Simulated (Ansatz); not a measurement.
**WS2 under load (space group P6_3/mmc): band-edge transport data**

Consider the following.

```yaml
crystal:
  lattice:
    - [3.07858, 0.00000, 0.00000]
    - [-1.53929, 2.66613, 0.00000]
    - [0.00000, 0.00000, 11.40114]
  atoms:
    - { symbol: W, position: [0.33333, 0.66667, 0.25000] }
    - { symbol: W, position: [0.66667, 0.33333, 0.75000] }
    - { symbol: S, position: [0.33333, 0.66667, 0.61172] }
    - { symbol: S, position: [0.66667, 0.33333, 0.38828] }
    - { symbol: S, position: [0.66667, 0.33333, 0.11172] }
    - { symbol: S, position: [0.33333, 0.66667, 0.88828] }
```

Computed with PBEsol+D3BJ with spin-orbit coupling, rigid bands (plane waves, PAW; Ansatz, a quantum-chemistry and plane-wave program). Condition of this run: hydrostatic pressure 5 GPa (the target of the relaxation). Cell: cell and atoms relaxed with PBEsol+d3bj, then loaded as said.

| Item | Value |
|---|---|
| band gap | 0.37 eV |
| electron conductivity mass (300 K, dilute) | 0.44 (x), 0.44 (y), 0.37 (z) mₑ |
| hole conductivity mass (300 K, dilute) | 0.37 (x), 0.37 (y), 1.13 (z) mₑ |
| effective density of states N_c (300 K) | 4.0e19 cm⁻³ |
| effective density of states N_v (300 K) | 9.8e18 cm⁻³ |
| density-of-states mass, electrons | 1.36 mₑ |
| density-of-states mass, holes | 0.53 mₑ |
| Seebeck coefficient, n-type 1e19 cm⁻³, 300 K | -333 μV/K |
| best n-type power factor at 300 K for τ = 10 fs (best axis; densities from 1e16 to 1e21 cm⁻³ tried, whether or not they can be reached) | 16.7 μW/(cm·K²) at 1e20 cm⁻³ |
| Seebeck coefficient, p-type 1e19 cm⁻³, 300 K | 220 μV/K |
| best p-type power factor at 300 K for τ = 10 fs (best axis; densities from 1e16 to 1e21 cm⁻³ tried, whether or not they can be reached) | 4.3 μW/(cm·K²) at 3e19 cm⁻³ |

Rigid bands; masses and Seebeck coefficients take one relaxation time τ for all states and one kind of carrier; polarons and phonon drag are left out. Geometry: cell and atoms relaxed with PBEsol+D3(BJ).

PBEsol with a dispersion correction tends to overbind, so the cell can be several per cent short, in bad cases over ten, which usually narrows a gap: WS2 under load (space group P6_3/mmc).
